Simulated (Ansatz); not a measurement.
**Defect calculation: Hf vacancy + O vacancy in metastable polar orthorhombic HfO2**

These are PBE, PAW (plane waves to 420 eV; Ansatz, an electronic-structure program) values and carry that method's errors. The supercell holds 96 host sites (2×2×2 repeats of a cell of 12 atoms), with a 2×2×2 shifted k-point sampling for the final energies. Sites at the start: the Hf site; O(1) 2.04 Å away. Charged cells carry a point-charge image correction with potential alignment at far atoms. Dielectric constants: PBE linear response of the host. Host gap at this level: 4.36 eV. A cell of this size leaves errors of a few tenths of an eV. Levels are measured in PBE's own, too narrow, gap. Spin–orbit coupling is left out, which matters for these heavy elements. Each state is the lowest found from its start.

Formation energies E_f are given with the Fermi level at the valence-band maximum. Chemical conditions: Hf-rich (Δμ(Hf) = 0.00 eV, Δμ(O) = -5.15 eV; only phases computed here count, gases as isolated molecules at 0 K); O-rich (Δμ(Hf) = -10.30 eV, Δμ(O) = 0.00 eV; only phases computed here count, gases as isolated molecules at 0 K). Reference phases: Hf: hcp Hf, O: O2 molecule in a box.

The name describes the start.

Charges with a result: +1, 0, −1, −2. Others weren't obtained, and one of them could lie lower, also by skipping a charge.

```csv
charge,moment (μB),point group,largest move off a lattice site (Å),image correction with alignment (eV),"E_f, Hf-rich (eV)","E_f, O-rich (eV)",above the lowest spin state (eV)
+1†,1.0,–,0.76,-0.57,–,–,0.00
+1†,1.0,–,0.76,-0.57,–,–,0.00
0,"0 in all, 0.47 on one atom",C1,0.73,0.00,9.43,4.28,0.00
0†,not spin-polarised,–,0.62,0.00,9.67,4.52,0.24
−1†,1.0,–,0.71,0.68,–,–,0.00
−1†,1.0,–,0.71,0.68,–,–,0.00
−2†,0.0,–,0.40,1.43,–,–,0.00
−2†,not spin-polarised,–,0.40,1.43,–,–,0.00
```

† Not settled in this cell, so no level is given: charge +1: a large or scattered potential alignment, level within 0.1 eV of a band edge or past it; charge −1: a large or scattered potential alignment; charge −2: a large or scattered potential alignment.

Point groups are those of the whole cell at tolerances of 0.03 and 0.1 Å ("near" where only the looser one holds); none is given for unsettled states.

Starting moments that weren't kept: charge +1 began with 3 μB and ended with 1.0; charge 0 began with 2 μB and ended with 0.0; charge −1 began with 3 μB and ended with 1.0; charge −2 began with 2 μB and ended with 0.0.

Flagged in the runs: a host whose relaxation on this sampling wasn't shown to rest, a strain field that reaches the edge of the cell.

All states together cost very roughly 14 core-hours.
